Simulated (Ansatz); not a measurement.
End structure of NH3 on the 1x1 (110) surface of zinc-blende InP (cut with top plane In + P), one in a 2x1 cell, started at the site 'top In':

Host crystal: zinc-blende InP, with a band gap (PBE, scalar-relativistic without spin-orbit coupling).

```xyz
24
Lattice="8.4287 0.0000 0.0000 0.0000 5.9600 0.0000 0.0000 0.0000 27.5000" Properties=species:S:1:pos:R:3 pbc="T T T"
In     2.1072     3.2797     9.9715
In     6.3215     3.2797     9.9715
P      0.0000     4.5328     9.3145
P      4.2144     4.5328     9.3145
In     0.0000    -0.1360    11.5677
In     4.2144    -0.1360    11.5677
P      2.1072     1.3599    11.6470
P      6.3215     1.3599    11.6470
In     2.1044     2.8820    13.7426
In     6.3183     2.8545    13.7630
P     -0.0116     4.3803    13.7478
P      4.2202     4.3808    13.7482
In     0.0122    -0.1456    15.9228
In     4.1934    -0.1459    15.9241
P      2.1029     1.3631    15.8105
P      6.3170     1.3612    15.8858
In     2.1005     3.0819    17.7020
In     6.3151     3.3060    17.5490
P      0.0228     4.5196    18.1779
P      4.1791     4.5190    18.1792
N      2.0981     1.3883    19.3800
H      2.9164     0.7723    19.2580
H      2.0998     1.7294    20.3438
H      1.2755     0.7775    19.2595
```

Model: 24-atom slab, 8.9 Å thick at the start under the adsorbate (thin: gaps and levels are the slab's own), 3x4x1 mesh, Fermi-Dirac 0.01 eV, dipole correction, single point; no symmetry held, on the structure that PBE left; no spin, no spin-orbit, no U, no dispersion correction. At the end it is bonded to In. In PBE it is, or lies within 0.03 eV of, the lowest of the starts that converged; the order may differ at this level.

A negative adsorption energy means that the adsorbate is more stable on the surface than in its reference.

**Question.** Estimate the adsorption energy against NH3(g) at the same level that r2SCAN, at the PBE geometry (Ansatz, a program for electronic structure) returns for this input.

**Answer.** -1.10 eV

**Question.** What change of the step from the bottom to the top vacuum level, against the clean slab does r2SCAN, at the PBE geometry give?

**Answer.** -1.25 eV
